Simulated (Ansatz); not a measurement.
# Effect of pressure −1 GPa on MgS

Start from MgS in the rock salt structure (space group Fm-3m, No. 225; a = 5.182 Å).

Perturbation: hydrostatic tension (pressure −1 GPa).

Method: PBEsol/PAW in Ansatz (a quantum-chemistry and plane-wave program), no SOC. Γ-centred 11×11×11 mesh, Fermi–Dirac width 0.05 eV.

* **Volume per atom**: 17.62 Å³ (base 17.39 Å³)
* **Density**: 2.66 g/cm³ (base 2.69 g/cm³)
* **Lattice parameter a**: 9.835 bohr (base 9.793 bohr)
* **Shortest interatomic distance**: 4.918 bohr (base 4.896 bohr)
* **Enthalpy H = E + PV relative to the base's energy**: -0.11 eV/atom
* **Band gap**: 2.70 eV (base 2.73 eV)
* **Gap character**: indirect, Γ → X (base indirect, Γ → X)
* **Smallest direct gap**: 3.59 eV (base 3.69 eV)
* **Width of the top valence band**: 2.39 eV (base 2.43 eV)
* **Electron mass**: 0.53 mₑ along k, 0.29 mₑ across (at X) (base 0.53 mₑ along k, 0.29 mₑ across (at X))
* **Hole mass (degenerate bands, along [100])**: 0.24, 0.93, 0.93 mₑ (at Γ) (base 0.25, 0.92, 0.92 mₑ (at Γ))
* **Valley order (the lowest conduction-band minima on the path, energy above the VBM, named in the base's zone)**: X along ⟨100⟩ 2.70 eV; Γ 3.59 eV (base X along ⟨100⟩ 2.73 eV; Γ 3.69 eV)

Cost of the whole job for the changed cell (relaxation, final SCF and bands): around 12 core-seconds (rough).

Load acts through the strain it causes; cell and atoms are relaxed under it. Masses are band curvatures over ±0.01 Å⁻¹ around the edge. Along k means along the line from Γ to the band edge. Stability against distortions was not tested.
